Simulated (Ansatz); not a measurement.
A periodic model of amorphous Si24O51Sb2:

```xyz
77
Lattice="10.4181 0.0501 0.2907 0.0501 11.0473 -0.2829 0.2907 -0.2829 10.2159" Properties=species:S:1:pos:R:3 pbc="T T T"
Si     5.6757     4.3992     2.9820
Si     9.1490     6.2117     0.8086
Si    10.0077     4.1990     5.6695
Si     6.1474     2.6582     8.0561
Si     7.5647     3.5411     0.5090
Si     4.4414     7.3600     0.0038
Si     4.5680     9.8113     9.0157
Si    10.0086     1.9019     1.3135
Si     7.2546     8.4788     1.1244
Si     1.3536     0.5201     2.7350
Si     1.7288    10.3979     9.9068
Si     4.0707     7.2016     2.8655
Si     0.8597     9.9357     5.2037
Si     6.2629    10.7601     6.5237
Si     8.6863     9.1060     6.6899
Si     6.1983     7.4775     5.8561
Si     3.0703     7.6238     5.5535
Si     3.7677     4.2089     9.4007
Si     0.5316     4.5160     2.3205
Si     9.8509     8.4116     9.4962
Si     3.0258     3.2573     2.1084
Si     7.0332     4.6392     5.7644
Si     2.1510     5.0073     6.9443
Si     6.1155     9.2320     3.7124
O      2.5912     6.5303     6.6493
O      4.6349     7.9729     5.9181
O     10.2219     1.0583     2.7002
O      0.6706     0.7040    10.0613
O      2.9611     6.9761     4.0446
O     10.0199     6.8028     9.7653
O      9.6580     8.7377     7.9223
O      9.9207     2.6126     6.0446
O      6.9626     2.7428     9.4430
O      5.9501     7.7646     0.4624
O      1.5755     2.3235     7.8013
O      7.8852    10.5487     6.8153
O      4.4324     3.3484     2.9080
O      4.5380     3.0996     8.3286
O      8.0984     7.1432     1.6343
O      6.7929     7.9025     4.3954
O      0.7584     0.0387     6.6394
O      6.0942     5.8981     6.1292
O      2.1426     4.5675     2.5385
O      5.1775    10.0014     7.4384
O      0.6019     4.8759     6.4447
O     10.3462     4.3001     4.0837
O      6.8452     3.6360     7.0080
O      8.6021     5.0218     5.7820
O      7.4225     8.0470     6.7978
O      2.9903    10.4749     8.8947
O      5.1868    10.6880    -0.0949
O      3.0529     3.9213     6.0650
O      6.5338     4.0524     4.3299
O      3.2350     3.5103     0.4731
O      0.8008     9.0957     9.6423
O      3.4814     7.2631     1.3468
O      2.0630     8.9067     5.6023
O      9.7758     9.2569     5.4313
O      8.4670     2.2221     0.8961
O      5.9792     1.2989     7.1866
O      8.5148     4.8303     0.1540
O      5.1565     5.9498     2.9504
O      2.4634     4.7274     8.5557
O      6.0394    10.4187     4.8902
O      8.2388     9.2472     0.0688
O      4.6606     8.7118     3.1784
O      0.2881     3.3027     1.2463
O      1.9100    10.5900     1.2569
O      6.6150     4.0441     1.7077
O      7.0043     9.5183     2.3753
O      4.7390     5.4930     9.6587
O      4.2215     8.1390     9.1127
O      1.3466    10.7297     3.8413
O      2.3436     1.8564     2.6656
O     10.3337     5.8756     1.8871
Sb    10.1939     1.5878     7.7435
Sb     3.1479     2.0713     6.7121
```

These are PBE, scalar-relativistic without spin-orbit coupling (plane waves to 420 eV, PAW; Ansatz, a quantum-chemistry and plane-wave program) values and carry that method's errors.

The cell was made by melting and quenching with the CHGNet potential and then relaxed with DFT. O atoms were pushed apart under 1.9 Å during the dynamics, to hinder bonds among them. The hot cell started wider than the set density and was brought back towards it in steps. It is the lowest in DFT energy of 2 quenches. It is a model cell: composition and starting density were chosen by hand, and all elements were melted together. No dispersion term was used. Its density started from a set value of 2.45 and ended at 2.45 g/cm³. The quench (nominally 400 K/ps over its main leg) was far faster than any real one, so the model tends to hold more defects than a real film. A cell of this size samples the disorder only roughly. The volume was held where the preparation left it and the shape relaxed, at a PBE pressure of -0.7 GPa (tension). Stress components on the final sampling reach 0.7 GPa.

Neighbours within Si-Si 2.60 Å, Si-O 1.92 Å, Si-Sb 2.92 Å, O-O 1.58 Å, O-Sb 2.46 Å, Sb-Sb 3.25 Å count as bonded. Two cations that share two anions don't count as bonded, nor two that share one unless they lie closer than Si-Si 2.38 Å, Si-Sb 2.68 Å, Sb-Sb 2.97 Å.

Problem. Give the coordination numbers, mean bond lengths and angles.

Solution. 
```yaml
Mean coordination of Si by anions: 4.00 (24 with 4)
Mean coordination of O: 2.00 (1 with 1, 49 with 2, 1 with 3)
Mean coordination of Sb by anions: 3.00 (2 with 3)
Mean Si-O bond: 1.640 Å (spread 0.026 Å, 96 counted)
Mean O-Sb bond: 2.037 Å (spread 0.149 Å, 6 counted)
Bond angle at Si: mean 109.4°, spread 5.3°
Bond angle at O: mean 139.2°, spread 15.4°
Bond angle at Sb: mean 90.0°, spread 5.2°
```

Problem. Which atoms depart from the most common coordination of their element?

Solution. O38 has 3 (Si4 1.69 Å, Si18 1.72 Å, Sb77 2.37 Å); O51 has 1 (Si7 1.55 Å).

Problem. List the pairs of like atoms that count as bonded by the rules above.

Solution. There are none by these rules.
